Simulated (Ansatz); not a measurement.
# A computed series for VSi2: pressure series

The parent structure is VSi2 (space group P6_222, No. 180; a = 4.5307 Å, c = 6.3246 Å; weakly magnetic (sensitive to the mesh)).

Cell and atoms are relaxed at each pressure.

Computed with plane-wave PAW DFT at the r2SCAN level (Ansatz, a program for electronic structure, 500 eV), spin-orbit coupling left out.

Notes on the quantities. enthalpy: H = E + PV relative to the base's energy.

```json
[
 {"variant": "base", "enthalpy": "–", "shortest interatomic distance": "2.464 Å", "density": "4.75 g/cm³"},
 {"variant": "pressure 1.8 GPa", "enthalpy": "+0.14 eV/atom", "shortest interatomic distance": "___", "density": "___"},
 {"variant": "pressure 4.2 GPa", "enthalpy": "+0.32 eV/atom", "shortest interatomic distance": "2.449 Å", "density": "4.85 g/cm³"},
 {"variant": "pressure 9 GPa", "enthalpy": "+0.69 eV/atom", "shortest interatomic distance": "2.433 Å", "density": "4.96 g/cm³"},
 {"variant": "pressure 18 GPa", "enthalpy": "+1.35 eV/atom", "shortest interatomic distance": "2.407 Å", "density": "5.14 g/cm³"}
]
```

### Question
Some entries are withheld; estimate them.

### Answer

- pressure 1.8 GPa, shortest interatomic distance: 2.458 Å
- pressure 1.8 GPa, density: 4.79 g/cm³

Other magnetic orders, which the real material may have, were not ruled out. Load acts through the strain it causes; cell and atoms are relaxed under it. No phonon test of stability was made. No other phases were tried under pressure. Starting moments died away, wholly or in part, for the base, pressure 9 GPa and pressure 18 GPa; another magnetic solution may exist.
